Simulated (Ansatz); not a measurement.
Functionals compared on a constructed model of the (100) surface of fcc Ir, a pseudomorphic layer of Ni in the host's stacking (bottom of the slab: a bare face, its two planes held), in Ansatz (plane waves, PAW). The structure was relaxed with PBE; the other rows are single points on it. Cutoff 420 eV.

Model: 7-atom slab, 11.7 Å thick at the start, 14x14x1 mesh, Fermi-Dirac 0.1 eV, dipole correction, 2 atoms held, the rest relaxed; start symmetry kept, larger cells not searched; spin-polarised, no spin-orbit, no U. The starting moment vanished. It is one candidate, not shown to be the stable structure of the face. These notes are the PBE run's.

```json
[
 {"functional": "PBE", "work function of the top face (eV)": "4.67", "magnetic moment of the cell (μB)": "0.00", "rough cost of the single point": "–"},
 {"functional": "RPBE", "work function of the top face (eV)": "?", "magnetic moment of the cell (μB)": "0.00", "rough cost of the single point": "roughly 5 core-minutes"}
]
```

Problem. Complete the blanks.

Solution. 
- RPBE, work function of the top face (eV): 4.50

Ansatz is a program for electronic structure.
